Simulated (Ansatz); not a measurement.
A slab with vacuum along the third vector:

```
CELL_PARAMETERS angstrom
      4.04196     0.00000     0.00000
     -2.02098     7.28675     0.00000
      0.00000     0.00000    26.50000
ATOMIC_POSITIONS crystal
  Al 0.19409 0.38971 0.31131
  Al 0.38078 0.76233 0.33315
  Al 0.57686 0.15077 0.34510
  Al 0.76879 0.53689 0.37288
  Al 0.96178 0.92297 0.39128
  Al 0.15228 0.30393 0.41375
  Al 0.34611 0.69144 0.43756
  Al 0.53857 0.07756 0.45611
  Al 0.73080 0.46154 0.47868
  Al 0.92308 0.84615 0.50000
  Al 0.11535 0.23077 0.52132
  Al 0.30759 0.61475 0.54389
  Al 0.50004 0.00087 0.56244
  Al 0.69387 0.38838 0.58625
  Al 0.88437 0.76934 0.60872
  Al 0.07737 0.15542 0.62712
  Al 0.26930 0.54154 0.65490
  Al 0.46537 0.92998 0.66685
  Al 0.65207 0.30260 0.68869
```

Model: 19-atom slab, 10.1 Å thick at the start (thin: gaps and levels are the slab's own), 10x5x1 mesh, Fermi-Dirac 0.1 eV, dipole correction, all atoms relaxed; held to the part of the start's symmetry that mesh and held atoms allow; no spin, no spin-orbit, no U.

Task: Predict the work function of the top face from PBE in Ansatz (an electronic-structure program).

Result: 4.23 eV

Task: What surface energy (mean of both faces) does PBE give?

Result: 1.02 J/m²
